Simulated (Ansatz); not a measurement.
Output of an Ansatz run (abridged):

```
WARN ansatz: RAYON_NUM_THREADS=1 ignored (pool sized by the plan → 1); use --threads N
Pseudopotentials: kind: paw
Pseudopotential: Mo, paw, valence charge 14
Crystal: 1 atoms, lattice volume = 15.395 Å³
Basis set: ecut = 420 eV, 321 PW (Γ)
Bands: 11, of which v1, the nominal top of the filled ones, is band 7 counted from 1 (6 counted from 0)
Symmetry: 48 space group operations
Space group: Im-3m (ITA 229), of the structure as read, at distance tolerance 2.5e-5 Å
k-points: 120 of 3375
PAW frozen core: Mo, regenerated for the run's functional, and the local potential with it
Initial density: superposition of atomic densities (neutral atoms: chi_scale 0, normalization atom), corrected by the library's trained network
Initial wavefunctions: pseudopotential atomic-orbital guess
Eigensolver: davidson
Functional: x = slater, c = lda
SCF iter   1: F=—  HF=-4842.861566 eV  |F-HF|=—  |Δ(HF+E_count)|=         —  Δρ=7.04e-3  dr2=1.78e-3  ethr=1.77e-3  ⟨swp⟩=5.0  Hψ=7764  notcnv=0
all-band conjugate gradients solve this SCF's bands
preconditioner: auto → none
SCF iter   2: F=—  HF=-4842.861180 eV  |F-HF|=—  |Δ(HF+E_count)|=   3.86e-4  Δρ=3.45e-3  dr2=3.79e-4  ethr=1.27e-5  ⟨swp⟩=1.9  Hψ=2556  notcnv=0
SCF iter   3: F=—  HF=-4842.861131 eV  |F-HF|=—  |Δ(HF+E_count)|=   4.95e-5  Δρ=5.61e-4  dr2=3.53e-5  ethr=2.70e-6  ⟨swp⟩=3.0  Hψ=2165  notcnv=0
SCF iter   4: F=—  HF=-4842.861116 eV  |F-HF|=—  |Δ(HF+E_count)|=   1.51e-5  Δρ=1.02e-4  dr2=6.16e-7  ethr=2.52e-7  ⟨swp⟩=2.5  Hψ=2044  notcnv=0
SCF iter   5: F=—  HF=-4842.861116 eV  |F-HF|=—  |Δ(HF+E_count)|=   4.73e-8  Δρ=5.47e-5  dr2=1.87e-7  ethr=4.40e-9  ⟨swp⟩=2.0  Hψ=2167  notcnv=0
SCF iter   6: F=-4842.861116 eV  HF=-4842.861116 eV  |F-HF|=1.41e-8  |Δ(HF+E_count)|=   7.96e-8  Δρ=1.76e-5  dr2=1.77e-8  ethr=7.14e-10  ⟨swp⟩=4.0  Hψ=4159  notcnv=0
SCF 1 converged in 6 iterations: F = -4842.861116 eV  dr2 = 1.77e-8
SCF converged after 6 iterations
Free energy (F): -4842.861116 eV
Harris-Foulkes:  -4842.861116 eV  (|F-HF|=1.41e-8)
Internal energy: -4842.838425 eV  (E = F + TS)
E sigma→0 (E₀):  -4842.849770 eV
Entropy (-TS):   -0.022690 eV (-22.690 meV/atom)
Fermi energy:    21.155968 eV
--- Per-component energies (eV) ---
  E_band       = -53.066910
  E_kinetic    = 441.838226
  E_local      = -778.304542  (includes V_loc(G=0)·N_el)
  E_nonlocal   = 147.705742
  E_hartree    = 256.071067
  E_xc         = -182.685866
  E_vxc        = -229.005150  (∫ρ·V_xc dr)
  E_paw        = -3089.406811  (= ΣΔE_a)
  E_vpaw       = -147.440304  (= ΣTr[D̂ρ^β])
  E_aug_tail   = 0.000034  (compensation charges beyond the density's cutoff)
  E_ewald      = -1638.529092
  E_core_change = 0.472816  (= ΣΔE_core)
  E_smearing   = -0.022690  (= −TS)
  E_closure    = 0.000000  (closes the sum)
  Σ components = -4842.861116   (vs F -4842.861116, Δ=0.00e0)
--- Forces (eV/Å), atoms counted from 1 ---
  atom   1  Mo     0.00000000    -0.00000000     0.00000000
  max |Σ_I F_I| component: 8.22e-33 eV/Å
--- Stress (GPa, compression-positive) ---
       -5.885246      -0.000000      -0.000000
        0.000000      -5.885246       0.000000
       -0.000000       0.000000      -5.885246
  P = ⅓ Tr σ = -5.8852 GPa (-58.852 kbar)
  The stress holds the Pulay correction. Without it, at fixed plane waves, as pw.x and ABINIT print it: P = -5.8973 GPa
--- Band table (eV; the first three rows and the last of 120) ---
  k-point 0: bands = ["-39.9518", "-13.2251", "-13.2251", "-13.2251", "13.8990", "19.7940", "19.7940", "19.7940", "22.8468", "22.8468", "35.9361"]
  k-point 1: bands = ["-39.9398", "-13.2938", "-13.2462", "-13.2256", "14.0994", "19.6809", "19.7754", "19.9832", "22.6814", "22.8501", "36.0856"]
  k-point 2: bands = ["-39.9058", "-13.4857", "-13.3055", "-13.2271", "14.6556", "19.3767", "19.6873", "20.5396", "22.3693", "22.8703", "36.4018"]
  k-point 119: bands = ["-39.4738", "-14.2441", "-14.2315", "-14.2315", "15.6775", "15.7139", "24.9848", "24.9848", "25.1985", "30.0591", "30.7492"]
```

The structure:

```
CELL_PARAMETERS angstrom
     -1.56713     1.56713     1.56713
      1.56713    -1.56713     1.56713
      1.56713     1.56713    -1.56713
ATOMIC_POSITIONS crystal
  Mo 0.00000 0.00000 0.00000
```

### Question
Write an input that gives this output.

### Answer
Other spellings and defaults could give the same log, and not every line can be read from it. The input that was run (DFT, LDA (PW92), plane waves, default PAW files made with PBE):

Ansatz 0.2 input:
```yaml
# Mo
crystal:
  lattice:
    - [-1.567125, 1.567125, 1.567125]
    - [1.567125, -1.567125, 1.567125]
    - [1.567125, 1.567125, -1.567125]
  atoms:
    - { symbol: Mo, position: [0.000000, 0.000000, 0.000000] }
basis:
  ecutwfc: 420.0
kpoints:
  mp_grid:
    grid: [15, 15, 15]
hamiltonian:
  xc: lda
  pseudopotentials:
    kind: paw
scf:
  occupations:
    method: fermi_dirac
    width: 0.1
output:
  forces: true
  eigenvalues: true
  stress: true
```

The starting cell has typed, rounded lattice constants, without a prior relaxation at this level. Its lattice was rescaled by up to half a per cent. Spin polarisation is off. With a pressure of about -6 GPa the cell is away from its equilibrium volume at this level. Ansatz's pressure includes its estimate of the finite-basis (Pulay) stress.

Ansatz is a first-principles code.
